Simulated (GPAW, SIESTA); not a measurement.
A SIESTA input for a self-consistent single point of Hg3Ge (P6_3/mmc, 8 atoms in the cell) (DFT, LDA PW92, numerical atomic orbitals DZP, PseudoDojo LDA standard norm-conserving potentials (rewritten from UPF to PSML)):

```
# files in the folder: Ge.psml Hg.psml (PseudoDojo LDA standard)
SystemName  Hg3Ge
SystemLabel Hg3Ge

NumberOfAtoms                8
NumberOfSpecies              2
%block ChemicalSpeciesLabel
  1 32 Ge
  2 80 Hg
%endblock ChemicalSpeciesLabel
LatticeConstant              1.0 Bohr
%block LatticeVectors
    11.982849732    0.000000000    0.000000000
    -5.991423921   10.377451800    0.000000000
     0.000000000    0.000000000    9.717529202
%endblock LatticeVectors
AtomicCoordinatesFormat      Ang
%block AtomicCoordinatesAndAtomicSpecies
     3.170528837    1.830501836    1.285573750  1
    -0.000002837    3.661009164    3.856721250  1
     1.604032345    0.926088415    3.856721250  2
     1.566493655    4.565422585    1.285573750  2
     0.000000169    1.852176830    1.285573750  2
     3.170525831    3.639334170    3.856721250  2
     4.737018823    0.926088415    3.856721250  2
    -1.566492823    4.565422585    1.285573750  2
%endblock AtomicCoordinatesAndAtomicSpecies

XC.functional                LDA
XC.authors                   PW92
PAO.BasisSize                DZP
PAO.EnergyShift              0.01 Ry
MeshCutoff                   400 Ry
%block kgrid.MonkhorstPack
    3   0   0  0.0
    0   3   0  0.0
    0   0   4  0.0
%endblock kgrid.MonkhorstPack
OccupationFunction           MP
OccupationMPOrder            0
ElectronicTemperature        100.0 meV

MaxSCFIterations             150
SCF.Mixer.Method             Pulay
SCF.Mixer.Weight             0.2
SCF.Mixer.History            6
SCF.DM.Tolerance             1.0E-05
Diag.ParallelOverK           true
WriteForces                  true
```

**Question.** Translate this input to GPAW.

**Answer.** One input that does it (others would too):

```python
from ase import Atoms
from ase.units import GPa
from gpaw import GPAW

atoms = Atoms(['Ge', 'Ge', 'Hg', 'Hg', 'Hg', 'Hg', 'Hg', 'Hg'],
              cell=[[6.341051, 0.000000, 0.000000],
                    [-3.170525, 5.491511, 0.000000],
                    [0.000000, 0.000000, 5.142295]],
              scaled_positions=[[0.666667, 0.333333, 0.250000],
                                [0.333333, 0.666667, 0.750000],
                                [0.337280, 0.168640, 0.750000],
                                [0.662720, 0.831360, 0.250000],
                                [0.168640, 0.337280, 0.250000],
                                [0.831360, 0.662720, 0.750000],
                                [0.831360, 0.168640, 0.750000],
                                [0.168640, 0.831360, 0.250000]],
              pbc=True)

calc = GPAW(mode={'name': 'pw', 'ecut': 550},
            xc='LDA',
            kpts={'size': (3, 3, 4), 'gamma': True},
            occupations={'name': 'methfessel-paxton', 'width': 0.1, 'order': 0},
            nbands=-14,
            convergence={'forces': 0.001},
            symmetry={'symmorphic': False, 'tolerance': 0.0005},
            maxiter=120)

atoms.calc = calc

energy = atoms.get_potential_energy()
print('Energy (eV):', round(energy, 6))
forces = atoms.get_forces()
print('Forces (eV/Ang):')
print(forces.round(5))
stress = atoms.get_stress()
print('Stress (GPa, Voigt):', (stress / GPa).round(4))
```

Basis settings and potentials, where a program has them, do not carry over. This input uses DFT LDA (Perdew-Wang 92), plane waves, GPAW PAW datasets LDA (gpaw-data 1.0.1). LDA parametrisations can differ slightly between programs.

The starting cell comes from a database of computed structures (which also holds hypothetical and non-ambient phases and stackings), without a prior relaxation at this level. For this run, on top of that: lattice scaled by 0.98.
